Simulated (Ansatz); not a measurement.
The decay constant κ of evanescent states in the gap governs leakage through a thin film.

Given:

```yaml
crystal:
  lattice:
    - [4.91656, 0.00000, 0.00000]
    - [0.00000, 5.43163, 0.00000]
    - [2.45828, 0.00000, 4.25787]
  atoms:
    - { symbol: Si, position: [0.53120, 0.66667, 0.00000] }
    - { symbol: Si, position: [0.46880, 0.00000, 0.53120] }
    - { symbol: Si, position: [0.00000, 0.33333, 0.46880] }
    - { symbol: O, position: [0.26856, 0.45218, 0.14454] }
    - { symbol: O, position: [0.58690, 0.78551, 0.26856] }
    - { symbol: O, position: [0.14454, 0.11885, 0.58690] }
    - { symbol: O, position: [0.85546, 0.54782, 0.73144] }
    - { symbol: O, position: [0.73144, 0.21449, 0.41310] }
    - { symbol: O, position: [0.41310, 0.88115, 0.85546] }
```

The cell is taken as given.

Transport runs along the normal of the first two printed cell vectors, the (100) plane of the conventional cell.

The gap is the functional's own, uncorrected, and κ follows it; spin-orbit coupling is left out. Mid-gap means the computed energy nearest the middle.

State the band gap and the smallest decay constant κ at mid-gap according to r2SCAN run with Ansatz (an electronic-structure program).

Gap 6.60 eV on a 8×6×8 mesh; κ = 0.504 1/Å, at the zone centre.
